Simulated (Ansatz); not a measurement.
For stishovite (SiO2), PBE-D3(BJ) (Ansatz, a program for electronic structure, plane waves, PAW) gives:

```
Quantity               Value
-------------------  -------
lattice constant a   4.204 Å
lattice parameter c  2.682 Å
```

Q: What does PBE0 (Ansatz, PAW) give for the same quantities?

A: 
- lattice constant a: 4.180 Å (decreases by 0.6 %)
- lattice parameter c: 2.662 Å (drops by 0.7 %)

For comparison: lattice constant a 4.179 Å (measured, room temperature, not corrected to a static lattice; as tabulated in Hiroi (2015), arXiv:1503.02262); lattice parameter c 2.665 Å (measured, room temperature, not corrected to a static lattice; as tabulated in Hiroi (2015), arXiv:1503.02262).

Changes are worked out from the printed values.

Unless a cell is named, each level is at its own relaxed cell (PBE-D3(BJ) 7.90, PBE0 7.75 Å³/atom).

Ansatz's density-functional and Hartree–Fock values are scalar-relativistic unless marked +SOC, with PAW data made under PBE.
